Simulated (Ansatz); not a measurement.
The starting structures come from a database of crystals and need not be the phases stable at ambient conditions.

 Where the default PAW files enter, the runs use the earlier of Ansatz's two default sets.

The decay constant κ of evanescent states in the gap governs leakage through a thin film.

Consider the following.

```
CELL_PARAMETERS angstrom
      5.81403     0.00000     0.00000
      1.93801     5.92203     0.00000
      2.90701     0.00000     1.67836
ATOMIC_POSITIONS crystal
  Sr 0.00000 0.00000 0.00000
  Hf 0.50000 0.50000 0.00000
  N  0.76737 0.69789 0.00000
  N  0.23263 0.30211 0.00000
```

Space group of this cell: R-3m. The cell is taken as given; by r2SCAN its mean pressure is -2.0 GPa.

Transport runs along the normal of the first two printed cell vectors, the (110) plane of the conventional cell.

The gap is the functional's own, uncorrected, and κ follows it; spin-orbit coupling is left out. Mid-gap values are interpolated between the computed energies.

Question: Give the band gap and the smallest decay constant κ at mid-gap that r2SCAN (Ansatz, a first-principles code) yields.

Answer: Gap 0.65 eV on a 18×18×18 mesh; κ = 0.116 1/Å, at the zone centre.
